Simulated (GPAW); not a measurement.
**GPAW run on KAlH₃ (Pm-3m, 5 atoms in the cell): self-consistent single point**

Computed with LDA (Perdew-Wang 92), GPAW PAW datasets LDA (gpaw-data 1.0.1) (plane waves; GPAW 25.7.0).

This input was run:

```python
from ase import Atoms
from ase.units import GPa
from gpaw import GPAW

atoms = Atoms(['K', 'Al', 'H', 'H', 'H'],
              cell=[[3.981680, 0.000000, 0.000000],
                    [0.000000, 3.981680, 0.000000],
                    [0.000000, 0.000000, 3.981680]],
              scaled_positions=[[0.500000, 0.500000, 0.500000],
                                [0.000000, 0.000000, 0.000000],
                                [0.000000, 0.500000, 0.000000],
                                [0.500000, 0.000000, 0.000000],
                                [0.000000, 0.000000, 0.500000]],
              pbc=True)

calc = GPAW(mode={'name': 'pw', 'ecut': 800},
            xc='LDA',
            kpts={'size': (8, 8, 8), 'gamma': True},
            occupations={'name': 'fermi-dirac', 'width': 0.1},
            nbands=-11,
            convergence={'density': 1e-05, 'energy': 1e-05},
            symmetry={'symmorphic': False, 'tolerance': 0.0005},
            maxiter=100)

atoms.calc = calc

energy = atoms.get_potential_energy()
print('Energy (eV):', round(energy, 6))
forces = atoms.get_forces()
print('Forces (eV/Ang):')
print(forces.round(5))
stress = atoms.get_stress()
print('Stress (GPa, Voigt):', (stress / GPa).round(4))
```

Log, with long lists cut:

```
Input parameters:
  convergence: {density: 1e-05,
                energy: 1e-05}
  kpts: {gamma: True,
         size: (8, 8, 8)}
  maxiter: 100
  mode: {ecut: 800,
         name: pw}
  nbands: -11
  occupations: {name: fermi-dirac,
                width: 0.1}
  symmetry: {symmorphic: False,
             tolerance: 0.0005}

species:
  K:
    name: Potassium
    Z: 19.0
    valence: 9
    core: 10
    charge: 0.0
    file: K.LDA.gz

    # Using partial waves for K as LCAO basis

  Al:
    name: Aluminium
    Z: 13.0
    valence: 3
    core: 10
    charge: 0.0
    file: Al.LDA.gz

    # Using partial waves for Al as LCAO basis

  H:
    name: Hydrogen
    Z: 1.0
    valence: 1
    core: 0
    charge: 0.0
    file: H.LDA.gz

    # Using partial waves for H as LCAO basis

Reference energy: -22955.478168  # eV

Spin-paired calculation

Convergence criteria:
 Maximum [total energy] change in last 3 cyles: 1e-05 eV / valence electron
 Maximum integral of absolute [dens]ity change: 1e-05 electrons / valence electron
 Maximum integral of absolute [eigenst]ate change: 4e-08 eV^2 / valence electron
 Maximum number of scf [iter]ations: 100

Symmetries present (total): 48
Symmetries with fractional translations: 0
512 k-points: 8 x 8 x 8 Monkhorst-Pack grid + [1/16,1/16,1/16]
35 k-points in the irreducible part of the Brillouin zone
       k-points in crystal coordinates                weights
   0:     0.00000000    0.00000000    0.00000000          1/512
   1:     0.12500000    0.00000000    0.00000000          6/512
   2:     0.12500000    0.12500000    0.00000000         12/512
   [... 7 lines left out ...]
          ...
  34:     0.50000000    0.50000000    0.50000000          1/512

Wave functions: Plane wave expansion
  Cutoff energy: 800.000 eV
  Number of coefficients (min, max): 3184, 3294
  Pulay-stress correction: 0.000000 eV/Ang^3 (de/decut=0.000000)

Occupation numbers: Fermi-Dirac:
  width: 0.1000  # eV

Eigensolver

Densities:
  Coarse grid: 27*27*27 grid
  Fine grid: 54*54*54 grid
  Total Charge: 0.000000

Density mixing:
  Method: separate
  Backend: pulay
  Linear mixing parameter: 0.05
  old densities: 5
  Damping of long wavelength oscillations: 50

Hamiltonian:
  XC and Coulomb potentials evaluated on a 54*54*54 grid
  External potential:
    NoExternalPotential

Number of atoms: 5
Number of atomic orbitals: 12
Number of bands in calculation: 18
Number of valence electrons: 15
Bands to converge: occupied

Density initialized from atomic densities
  12 bands from LCAO basis set
  6 bands from random numbers

Atomic positions and initial magnetic moments

Positions:
   0 K      1.990840    1.990840    1.990840    ( 0.0000,  0.0000,  0.0000)
   1 Al     0.000000    0.000000    0.000000    ( 0.0000,  0.0000,  0.0000)
   2 H      0.000000    1.990840    0.000000    ( 0.0000,  0.0000,  0.0000)
   3 H      1.990840    0.000000    0.000000    ( 0.0000,  0.0000,  0.0000)
   4 H      0.000000    0.000000    1.990840    ( 0.0000,  0.0000,  0.0000)

Unit cell:
           periodic     x           y           z      points  spacing
  1. axis:    yes    3.981680    0.000000    0.000000    27     0.1475
  2. axis:    yes    0.000000    3.981680    0.000000    27     0.1475
  3. axis:    yes    0.000000    0.000000    3.981680    27     0.1475

  Lengths:   3.981680   3.981680   3.981680
  Angles:   90.000000  90.000000  90.000000

Effective grid spacing dv^(1/3) = 0.1475

     iter     time        total  log10-change:
                         energy   eigst   dens
iter:   1 --:--:--   -17.480378
iter:   2 --:--:--   -17.329271   -1.99  -0.91
iter:   3 --:--:--   -16.443868   -1.35  -0.95
iter:   4 --:--:--   -16.436551   -3.63  -1.66
iter:   5 --:--:--   -16.442718   -2.21  -1.67
iter:   6 --:--:--   -16.437943   -4.54  -2.15
iter:   7 --:--:--   -16.430015   -3.80  -2.21
iter:   8 --:--:--   -16.425117   -3.04  -2.29
iter:   9 --:--:--   -16.424461   -4.56  -2.70
iter:  10 --:--:--   -16.424513   -4.95  -3.39
iter:  11 --:--:--   -16.424472c  -5.00  -3.42
iter:  12 --:--:--   -16.424455c  -5.87  -3.49
iter:  13 --:--:--   -16.424456c  -7.43c -4.49
iter:  14 --:--:--   -16.424454c  -7.66c -4.56
iter:  15 --:--:--   -16.424455c  -7.90c -4.62
iter:  16 --:--:--   -16.424455c  -9.56c -4.86
iter:  17 --:--:--   -16.424455c  -9.44c -4.83
iter:  18 --:--:--   -16.424455c  -9.63c -4.94
iter:  19 --:--:--   -16.424455c -11.84c -5.04c

Converged after 19 iterations.

Dipole moment: (-0.000000, -0.000000, -0.000000) |e|*Ang

Energy contributions relative to reference atoms: (reference = -22955.478168)

Kinetic:         +8.120314
Potential:       -7.307229
External:        +0.000000
XC:             -16.536797
Entropy (-ST):   -0.038705
Local:           -0.681390
SIC:             +0.000000
--------------------------
Free energy:    -16.443807
Extrapolated:   -16.424455

Showing only first 2 kpts
 Kpt  Band  Eigenvalues  Occupancy
  0     5      0.98986    2.00000
  0     6      0.98986    2.00000
  0     7      5.67832    0.00001
  0     8      5.67832    0.00001

  1     5      0.61473    2.00000
  1     6      1.05056    2.00000
  1     7      5.66357    0.00001
  1     8      5.66357    0.00001

Fermi level: 4.41272

No gap
No difference between direct/indirect transitions
Energy (eV): -16.424455

Forces in eV/Ang:
  0 K    -0.00000   -0.00000   -0.00000
  1 Al   -0.00000   -0.00000   -0.00000
  2 H     0.00000   -0.00000   -0.00000
  3 H    -0.00000    0.00000    0.00000
  4 H    -0.00000   -0.00000   -0.00000

Stress tensor:
     0.017999     0.000000     0.000000
     0.000000     0.017999     0.000000
     0.000000     0.000000     0.017999
Stress (GPa, Voigt): [2.8838 2.8838 2.8838 0.     0.     0.    ]
```

The run converged in 19 iterations. GPAW prints stress with tension positive.

The starting cell comes from a database of computed structures (which also holds hypothetical and non-ambient phases and stackings), without a prior relaxation at this level.

Cost on one core of a shared machine: roughly 30 s.
